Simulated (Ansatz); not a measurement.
Results of LDA in Ansatz (plane waves, PAW) for 1T (CdI2-type) PtTe₂.

Numerical settings: plane-wave cutoff 520 eV, 12×12×8 k mesh (along the axes of the cell as run), Fermi–Dirac smearing 0.1 eV, perturbation theory, scalar-relativistic PAW data made under PBE.

The cell has the measured lattice parameters. Conventional cell: a = 4.0259 Å, b = 4.0259 Å, c = 5.2209 Å, α = 90.00°, β = 90.00°, γ = 120.00°.

Harmonic phonon frequencies (cm⁻¹; i marks an imaginary mode):

```
q point                        frequencies
-------  ---------------------------------
Γ            0 0 0 107 107 151 162 171 171
M        80 82 101 114 114 152 153 164 172
K         80 99 99 104 104 153 156 159 159
A         36 36 48 121 121 149 166 174 174
```

No imaginary mode appears at these points.

Note: the cell isn't this level's own, so it is under some stress, which shifts stiffness and frequencies.

Ansatz is a quantum-chemistry and plane-wave program.
